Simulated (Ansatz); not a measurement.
Take SrZrO$_{3}$ in the cubic perovskite structure (space group Pm-3m, No. 221; a = 4.130 Å) as the base.

The change: a hydrostatic pressure of 0.7 GPa.

Levels (all Ansatz, a program for electronic structure, PAW): PBEsol (420 eV, no spin-orbit coupling); PBEsol+SOC (420 eV, spin-orbit coupling included).

The geometry is relaxed with PBEsol.

| Item | Value |
|---|---|
| PBEsol band gap | 3.31 eV |
| PBEsol smallest direct gap | 3.58 eV |

Q: Predict the hole mass, band gap and smallest direct gap from PBEsol+SOC.

A: The hole mass (degenerate bands, along [100]) is 0.85, 2.2 mₑ (at R); the band gap decreases by 0.028 eV, from 3.31 eV to 3.29 eV; the smallest direct gap drops by 0.07 eV (3.58 eV → 3.51 eV).

Single points use the geometry relaxed with PBEsol. The spin-orbit shifts are approximate. Load acts through the strain it causes; cell and atoms are relaxed under it. Masses are band curvatures over ±0.01 Å⁻¹ around the edge. Stability against distortions was not tested. Many cubic perovskites are stable only at high temperature; tilts and polar distortions were not tested.
